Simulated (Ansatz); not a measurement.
Effect of uniaxial strain ε_yy = +1.68 % on InSb

The reference is InSb in the zinc blende structure (space group F-43m, No. 216; a = 6.520 Å). Axes: x, y, z lie along the cube axes.

Modification: the cell is stretched by 1.68 % along y with no lateral relaxation; the atoms relax in the strained cell.

Computed with PBEsol (Ansatz, an electronic-structure program; PAW; 420 eV plane waves; no spin-orbit coupling), earlier PAW set. k-mesh 12×12×12 (Γ-centred); smearing 0.05 eV (Fermi–Dirac).

| quantity | base | changed | shift |
|---|---|---|---|
| volume per atom | 34.64 Å³ | 35.22 Å³ | +0.58 Å³ |
| space group | F-43m (No. 216) | I-4m2 (No. 119) | – |
| shortest interatomic distance | 5.335 bohr | 5.365 bohr | +0.030 bohr |
| energy relative to the base (free energy F) | 0 meV/atom | +1.9 meV/atom | +1.9 meV/atom |
| pressure (mean of the normal stresses, compression positive) | 0.0 GPa | -0.7 GPa | -0.7 GPa |
| band gap | zero | zero | – |
| stress (xx, yy, zz, yz, xz, xy; compression positive) (rough) | – | (-0.5, -1.0, -0.5, 0.0, 0.0, 0.0) GPa | – |

Cost of the whole job for the changed cell (relaxation, final SCF and bands): very roughly 40 core-seconds.

Without a gap, meshes like the base's 12×12×12 leave anisotropic stresses uncertain by several tenths of a GPa, and small strain energies with them. Spin-orbit coupling, missing from the scalar runs, can matter with Sb. Whether these cells are dynamically stable was not tested. The final runs are not spin-polarised. A zero or small gap of InSb can be the functional's error rather than a property of the material.
